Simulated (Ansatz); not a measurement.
Worked example: self-consistent single point of PtRh (Fd-3m, 4 atoms in the cell) in Ansatz (a program for electronic structure).

Computed with PBE (plane waves, PAW; Ansatz).

```
CELL_PARAMETERS angstrom
      0.00000     3.00473     3.00473
      3.00473     0.00000     3.00473
      3.00473     3.00473     0.00000
ATOMIC_POSITIONS crystal
  Rh 0.75000 0.75000 0.75000
  Rh 0.50000 0.50000 0.50000
  Pt 0.00000 0.00000 0.00000
  Pt 0.25000 0.25000 0.25000
```

Reference input (self-consistent single point, DFT, PBE, plane waves, default PAW files): basis.ecutwfc = 30.9 Ry; kpoints.mp_grid.grid = 13 13 13; hamiltonian.xc = pbe; hamiltonian.pseudopotentials = {kind: paw} (the program's default PAW files); scf.occupations.method = methfessel_paxton; scf.occupations.width = 0.02 Ry. This run's input differs from it in these lines:

Ansatz 0.2 input:
```diff
@@ -18,3 +18,3 @@
 scf:
-  occupations: { method: methfessel_paxton, width: 0.02 Ry }
+  occupations: { method: methfessel_paxton, width: 0.0147 Ry }
 output:
```

The program printed (abridged):

```
SCF iter   1: F=—  HF=-37850.295055 eV  |F-HF|=—  |Δ(HF+E_count)|=         —  Δρ=5.64e-3  dr2=2.02e-2  ethr=1.77e-3  ⟨swp⟩=5.3  Hψ=11690  notcnv=0  defer=6
all-band conjugate gradients solve this SCF's bands
preconditioner: auto → Kerker (q_TF=auto, 2.847 Å⁻¹)
SCF iter   2: F=—  HF=-37850.297512 eV  |F-HF|=—  |Δ(HF+E_count)|=   2.46e-3  S|Δr|=    0.00e0  Δρ=3.00e-3  dr2=6.30e-3  ethr=2.88e-5  ⟨swp⟩=2.0  Hψ=4958  notcnv=0  defer=6
SCF iter   3: F=—  HF=-37850.297659 eV  |F-HF|=—  |Δ(HF+E_count)|=   1.47e-4  S|Δr|=    0.00e0  Δρ=4.95e-4  dr2=2.48e-4  ethr=9.00e-6  ⟨swp⟩=1.0  Hψ=3434  notcnv=0  defer=6
SCF iter   4: F=—  HF=-37850.297620 eV  |F-HF|=—  |Δ(HF+E_count)|=   3.89e-5  S|Δr|=    0.00e0  Δρ=1.22e-4  dr2=4.58e-6  ethr=3.55e-7  ⟨swp⟩=1.6  Hψ=3657  notcnv=0  defer=6
SCF iter   5: F=—  HF=-37850.297622 eV  |F-HF|=—  |Δ(HF+E_count)|=   2.21e-6  S|Δr|=    0.00e0  Δρ=2.76e-5  dr2=5.59e-7  ethr=6.54e-9  ⟨swp⟩=2.0  Hψ=6189  notcnv=0  defer=6
SCF iter   6: F=-37850.297622 eV  HF=-37850.297622 eV  |F-HF|=1.49e-8  |Δ(HF+E_count)|=   2.97e-8  S|Δr|=    0.00e0  Δρ=7.42e-6  dr2=2.63e-8  ethr=1.43e-10  ⟨swp⟩=7.3  Hψ=12446  notcnv=0
SCF 1 converged in 6 iterations: F = -37850.297622 eV  dr2 = 2.63e-8
Stability not checked (fill_not_monotonic)
Free energy (F): -37850.297622 eV
Internal energy: -37850.310268 eV  (E = F + TS)
E sigma→0 (E₀):  -37850.300784 eV
Entropy (-TS):   0.012646 eV (3.161 meV/atom)
Fermi energy:    24.546028 eV
--- Forces (eV/Å), atoms counted from 1 ---
  atom   1  Rh     0.00000000     0.00000000    -0.00000000
   [... zero for the other atoms too ...]
--- Stress (GPa, compression-positive) ---
       35.280310       0.000000      -0.000000
       -0.000000      35.280310      -0.000000
       -0.000000      -0.000000      35.280310
  P = ⅓ Tr σ = 35.2803 GPa (352.803 kbar)
  The stress holds the Pulay correction. Without it, at fixed plane waves, as pw.x and ABINIT print it: P = 35.1617 GPa
```

The run converged in 6 iterations. Against the reference run the free energy falls by 1.1 meV/atom and the pressure hardly changes (35.30 to 35.28 GPa).

The starting cell was generated: these elements placed on a structure prototype, without a prior relaxation; it need not be a known phase or ordering of this composition. Its lattice was rescaled by a random factor within 2.5 % of one. Spin polarisation is off. With a pressure of about 35 GPa the cell is away from its equilibrium volume at this level. Ansatz's pressure includes its estimate of the finite-basis (Pulay) stress.
